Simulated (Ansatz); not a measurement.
The reference is MgO in the rock salt structure (space group Fm-3m, No. 225; a = 4.2044 Å). Axes: x, y, z lie along the cube axes.

Computed with plane-wave PAW DFT at the r2SCAN level (Ansatz, a first-principles code, 500 eV), no SOC.

A first run, uniaxial strain ε_zz = +2.37 %, gives secant values C11 ≈ 270 GPa and C12 ≈ 90 GPa from its stress. A second run applies isotropic strain −0.63 %.

**Question.** What does linear elasticity predict for the bulk modulus −ΔP/(ΔV/V₀) in the second run, and what does the run give?

**Answer.** Linear elasticity: (C11 + 2 C12)/3 = 150 GPa. The run gives 170 GPa; any difference comes from nonlinear terms at these strains and numerical noise.

No phonon test of stability was made.
